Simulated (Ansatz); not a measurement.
Consider SiS2 (space group Ibam, No. 72; a = 5.8031 Å, b = 9.8918 Å, c = 5.5455 Å; made of chains).

Level of theory: r2SCAN/PAW in Ansatz (a first-principles code), scalar-relativistic without spin-orbit coupling.

For the base:

The width of the top valence band is 0.83 eV and the volume per atom is 26.53 Å³. The gap character comes out as indirect, Σ₀–Γ (22 % along) → k = (3/8, 3/8, -3/8) in the run's primitive reciprocal basis. The smallest direct gap is 3.61 eV.

It is then changed as follows: cell and atoms relaxed at a pressure of 9 GPa.

Question: Estimate the effect on the width of the top valence band.

Answer: The width of the top valence band rises by 0.37 eV, from 0.83 eV to 1.20 eV.

Question: Estimate the effect on the volume per atom.

Answer: The volume per atom shrinks by 7.52 Å³ (26.53 Å³ → 19.01 Å³).

Question: Estimate the effect on the gap character.

Answer: The gap character becomes indirect, Σ₀–Γ (18 % along) → X (base: indirect, Σ₀–Γ (22 % along) → k = (3/8, 3/8, -3/8) in the run's primitive reciprocal basis).

Question: Estimate the effect on the smallest direct gap.

Answer: The smallest direct gap decreases by 0.512 eV to 3.09 eV.

Load acts through the strain it causes; cell and atoms are relaxed under it. Whether these cells are dynamically stable was not tested. Competing high-pressure phases were not computed. No dispersion term is included, though the crystal is made of layers, chains or molecules, so its spacings can come out too wide.
